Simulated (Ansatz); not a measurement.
The starting structures come from a database of crystals and need not be the phases stable at ambient conditions.

 Where the default PAW files enter, the runs use the earlier of Ansatz's two default sets.

Input:

```
N2OSi2
1.0
    5.22786     0.00000     0.00000
   -2.33038     4.67973     0.00000
    0.00000     0.00000     4.85861
Si N O
4 4 2
Cartesian
  3.45314   0.12486   1.31523
 -0.55567   4.55487   3.74453
 -1.42752   3.14674   1.31523
  4.32500   1.53299   3.74453
  3.21245   0.44757   2.98814
 -0.31498   4.23216   0.55884
 -1.03135   3.07514   2.98814
  3.92883   1.60459   0.55884
  2.29272   3.70297   1.07516
  0.60476   0.97675   3.50447
```

Space group of this cell: Cmc2_1. The cell is taken as given; by PBEsol its mean pressure is 2.2 GPa.

The numbers are results of PBEsol (plane waves, PAW; Ansatz, a first-principles code), not measurements.

The current runs along the normal of the first two printed vectors; no spin-orbit coupling. Scaled by the factor s: both lengths across the current (ions clamped). The meshes follow the cell: 8×8×6 and 8×8 across at s = 0.98, 6×6×6 and 6×6 across at s = 1.00, 6×6×6 and 6×6 across at s = 1.02.

```tsv
s	mean pressure (GPa)	band gap (eV)
0.98	12.1	?
1.00	2.2	4.99
1.02	-5.9	4.72
```

Question: Take the slope of the band gap against ln s from the two given rows, extrapolate to s = 0.98, and say what the run there gives.

Answer: Slope = (4.72 − 4.99) / ln 1.02 = -13.6 eV. The line gives 4.99 + (-13.6) × ln 0.98 = 5.27 eV. The run gives 5.18 eV, 0.09 eV under the line, 31 % of the predicted step.
